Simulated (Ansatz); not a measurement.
Base system: SiO₂ in the rutile structure (space group P4_2/mnm, No. 136; a = 4.1549 Å, c = 2.6615 Å). Axes: x, y, z lie along a, b, c of the conventional cell.

The values are results of LDA (Ansatz, a program for electronic structure, PAW, no spin-orbit coupling), not measurements.

For the base:

The electron mass is 0.40 mₑ along c, 0.52 mₑ across (at Γ) and the band gap comes out as 5.81 eV. The hole mass is 1.7 mₑ along c, 1.1 mₑ across (at Γ) and the gap character is direct at Γ.

Now apply this change: uniaxial strain ε_zz = +0.60 %, all other strain components held at zero, atoms relaxed at fixed cell.

### Question
Estimate the effect on the electron mass.

### Answer
The electron mass changes from 0.40 mₑ along c, 0.52 mₑ across (at Γ) to 0.39 mₑ along z, 0.51 mₑ across (at Γ).

### Question
Predict the new band gap.

### Answer
The band gap drops by 0.13 eV, from 5.81 eV to 5.68 eV.

### Question
Predict the new hole mass.

### Answer
The hole mass becomes 1.6 mₑ along z, 1.1 mₑ across (at Γ) (base: 1.7 mₑ along c, 1.1 mₑ across (at Γ)).

### Question
What does the calculation give for the gap character after the change?

### Answer
The gap character stays direct at Γ.

Masses are band curvatures over ±0.01 Å⁻¹ around the edge. Whether these cells are dynamically stable was not tested.
